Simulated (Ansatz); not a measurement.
A computed series for SnTe: pressure series

Start from SnTe in the rock salt structure (space group Fm-3m, No. 225; a = 6.371 Å).

Cell and atoms are relaxed at each pressure.

Method: r2SCAN in Ansatz (plane waves to 500 eV, PAW, no spin-orbit coupling), earlier PAW set.

```tsv
pressure (GPa)	volume per atom (Å³/atom)
-2	34.014
-1	33.117
0	32.327
0.9	31.707
2.1	?
9	27.883
15	26.098
22.5	24.416
30	23.173
```

Fit the third-order Birch–Murnaghan form P(V) = (3B₀/2)[(V₀/V)^(7/3) − (V₀/V)^(5/3)]·[1 + (3/4)(B₀′ − 4)((V₀/V)^(2/3) − 1)] (squares taken in P) to the rows shown and predict the withheld row.

Least squares on the printed values gives V₀ = 32.339 Å³/atom, B₀ = 44.3 GPa, B₀′ = 4.2; this predicts 30.969 Å³/atom, and the run gives 30.954 Å³/atom, 0.015 lower.

Measured bulk modulus of SnTe: 37.8 GPa (temperature not stated; as listed in Cormac Toher et al., Physical Review Materials (2017)); the computed value is for a static lattice, so the two differ by thermal effects too.

Load acts through the strain it causes; cell and atoms are relaxed under it. Stability against distortions was not tested. No other phases were tried under pressure. All final runs are without spin polarisation.

Ansatz is a quantum-chemistry and plane-wave program.
